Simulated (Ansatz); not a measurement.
Worked example: relaxation of the atoms of SnSe2 (P3m1, 3 atoms in the cell) in Ansatz (a quantum-chemistry and plane-wave program).

Method: LDA (PW92), default PAW files made with PBE (plane waves; Ansatz).

The change in words: one atom moved by 0.15 angstrom; relax: default → atoms; relax.f_tol: default → 0.2 eV/Å. Reference geometry:
```yaml
crystal:
  lattice:
    - [1.89928, -3.28966, 0.00000]
    - [1.89928, 3.28966, 0.00000]
    - [0.00000, 0.00000, 6.12158]
  atoms:
    - { symbol: Sn, position: [0.00000, 0.00000, 0.00000] }
    - { symbol: Se, position: [0.33333, 0.66667, 0.25000] }
    - { symbol: Se, position: [0.66667, 0.33333, 0.75000] }
```

Reference input (self-consistent single point, DFT, LDA (PW92), plane waves, default PAW files made with PBE): basis.ecutwfc = 420 eV; kpoints.mp_grid.grid = 8 8 4; hamiltonian.xc = lda; hamiltonian.pseudopotentials = {kind: paw} (the program's default PAW files); scf.occupations.method = fermi_dirac; scf.occupations.width = 0.05 eV. This run's input differs from it in these lines:

Ansatz 0.2 input:
```diff
@@ -6,5 +6,5 @@
   atoms:
-    - { symbol: Sn, position_ang: [0.00000000, 0.00000000, 0.00000000] }
-    - { symbol: Se, position_ang: [1.89928500, 1.09655269, 1.53039500] }
-    - { symbol: Se, position_ang: [1.89928500, -1.09655269, 4.59118500] }
+    - { symbol: Sn, position_ang: [0.00000000, 0.00000000, 0.14999707] }
+    - { symbol: Se, position_ang: [1.89928500, 1.09655486, 1.53039500] }
+    - { symbol: Se, position_ang: [1.89928500, -1.09655486, 4.59118500] }
 basis:
@@ -18,2 +18,4 @@
   occupations: { method: fermi_dirac, width: 0.05 }
+relax:
+  f_tol: 0.2
 output:
```

Output (repeated stretches shortened):

```
   [... SCF lines of the steps left out ...]
relax step   1: F+E_penalty+E_count = -16646.81762656 eV  Δ(F+E_penalty+E_count) = +0.000e0 eV  max|allowed force component| = 2.339e0 eV/Å  Δτ_max = 0.0000 Å  (6 SCF iters, dr2 threshold 1.00e-4 eV, accepted)
relax step   2: F+E_penalty+E_count = -16646.86951875 eV  Δ(F+E_penalty+E_count) = -5.189e-2 eV  max|allowed force component| = 1.850e0 eV/Å  Δτ_max = 0.1954 Å  (6 SCF iters, dr2 threshold 1.00e-4 eV, accepted)
relax step   3: F+E_penalty+E_count = -16647.01834446 eV  Δ(F+E_penalty+E_count) = -1.488e-1 eV  max|allowed force component| = 1.432e-1 eV/Å  Δτ_max = 0.0964 Å  (6 SCF iters, dr2 threshold 1.00e-4 eV, accepted)
relax step   4: F+E_penalty+E_count = -16647.01834513 eV  Δ(F+E_penalty+E_count) = -6.630e-7 eV  max|allowed force component| = 1.434e-1 eV/Å  Δτ_max = 0.0000 Å  (3 SCF iters, accepted)
the relaxation is at rest under the 6 symmetry operations that the run kept from its start: a minimum is not shown …
Stability not checked: this state was not tested for a lower state beside it, because too few of the mixer's solves of this state at the end of the SCF gave a …
Free energy (F): -16647.018345 eV
Internal energy: -16647.018187 eV  (E = F + TS)
E sigma→0 (E₀):  -16647.018266 eV
Entropy (-TS):   -0.000158 eV (-0.053 meV/atom)
Fermi energy:    8.296237 eV
--- Forces (eV/Å), atoms counted from 1 ---
  atom   1  Sn    -0.00000000    -0.00000000     0.14337587
   [... lines left out ...]
  F+E_penalty+E_count = -16647.01834513 eV   max|allowed force component| = 1.434e-1 eV/Å
  atoms:
    - { symbol: Sn, position: [1.036345749128345e-18, 1.0363457491283453e-18, 0.00712609961978418] }
    - { symbol: Se, position: [0.3333333333333332, 0.6666666666666665, 0.2661770246824658] }
    - { symbol: Se, position: [0.6666666666666665, 0.3333333333333332, 0.7511998749234399] }
```

The run converged.  The full log also holds: “iter 5 did not close the SCF: its close was put off for the readings that it lacked (scf_convergence_deferred on its scf_iter line)”.

Summary of the result:
```
Property                                                 Result
-----------------------------------------------  --------------
Free energy E − TS (on the zero of these files)  -16647.0183 eV
Gap on the k-point mesh                                 0.64 eV
Pressure                                              -0.53 GPa
Largest force (vector length)                        0.143 eV/Å
Relaxation steps                                              4
```

The starting cell has typed, rounded lattice constants, without a prior relaxation at this level. Its lattice was rescaled by up to half a per cent. For this run, on top of that: one atom moved by 0.15 angstrom. The relaxation keeps the symmetry of its start, so its end need not be a minimum. Ansatz's pressure includes its estimate of the finite-basis (Pulay) stress.

Cost on one core of a shared machine: roughly 40 s.
